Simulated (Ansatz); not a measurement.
Worked calculations on one periodic cell of amorphous Ti$_{20}$O$_{43}$W: Ti20O43W, 64 atoms, volume 792.4 Å³, made by a melt-quench on the CHGNet potential and relaxed with DFT. O atoms were pushed apart under 1.9 Å during the dynamics, to hinder bonds among them. It is a model cell: composition and starting density were chosen by hand, and all elements were melted together. Cycles of charging were run to anneal it. All values below come from PBE, scalar-relativistic without spin-orbit coupling (plane waves to 420 eV, PAW; Ansatz, a program for electronic structure). Sampling: a 2×2×2 Γ-centred mesh; Fermi-Dirac width 0.02 eV; no spin polarisation. Its volume was held where the quench left it, its shape was free, and it stands at a mean pressure of 1.9 GPa with stress components up to 2.0 GPa; the relaxation ran on the zone centre alone. Its density went from a set 3.83 to 3.83 g/cm³. The cell is small and was quenched far faster than a real film, so it is one sample of the glass.

Q: Count formal charges (Ti +4, O -2, W +6). What does the count lead one to expect at the Fermi level, and what does the calculation give?

A: 20 × (+4) + 43 × (-2) + 1 × (+6) = 0. The charges balance, so the anion-derived valence states can be full and a gap can open. On this mesh the highest filled and lowest empty level lie 2.57 eV apart, the PBE gap of this cell.

Four energies for an added electron at PBE on the zone centre alone (charged cells in a uniform background, spin-polarised): neutral at the neutral geometry -84853.199 eV; charged at the neutral geometry -84844.201 eV; charged and relaxed -84844.318 eV; neutral at the charged geometry -84852.976 eV.

Q: Find the two relaxation energies and their sum, the reorganisation energy.

A: On charging: -84844.201 − (-84844.318) = 0.117 eV. On discharging: -84852.976 − (-84853.199) = 0.223 eV. The sum is 0.340 eV. The carrier's level spreads over 8 of the 64 atoms' worth, so it counts as partly localised, most on one Ti atom with neighbours O 1.81 Å, O 1.87 Å, O 1.94 Å, O 2.00 Å, O 2.03 Å, O 2.28 Å (neutral geometry). The values are uncorrected: the image energy of a point charge in this cell, 2.84 × 14.40 / (2 × 9.3) = 2.2 eV before screening, is screened by electrons alone at the fixed geometry and by ions too after relaxing, and the carrier can be spread before it relaxes, so each term can be off by up to that value times 1/ε∞, some tenths of an eV. PBE's self-interaction favours spread-out carriers, so a hybrid can localise more.

Four energies for a hole at PBE on the zone centre alone (charged cells in a uniform background, spin-polarised): neutral at the neutral geometry -84853.199 eV; charged at the neutral geometry -84859.468 eV; charged and relaxed -84859.722 eV; neutral at the charged geometry -84852.454 eV.

Q: Find the two relaxation energies and their sum, the reorganisation energy.

A: On charging: -84859.468 − (-84859.722) = 0.254 eV. On discharging: -84852.454 − (-84853.199) = 0.745 eV. The sum is 0.999 eV. The carrier's level spreads over 4 of the 64 atoms' worth, so it counts as localised, most on one O atom with neighbours Ti 1.87 Å, Ti 1.90 Å, Ti 2.38 Å (neutral geometry). The values are uncorrected: the image energy of a point charge in this cell, 2.84 × 14.40 / (2 × 9.3) = 2.2 eV before screening, is screened by electrons alone at the fixed geometry and by ions too after relaxing, and the carrier can be spread before it relaxes, so each term can be off by up to that value times 1/ε∞, some tenths of an eV. PBE's self-interaction favours spread-out carriers, so a hybrid can localise more.
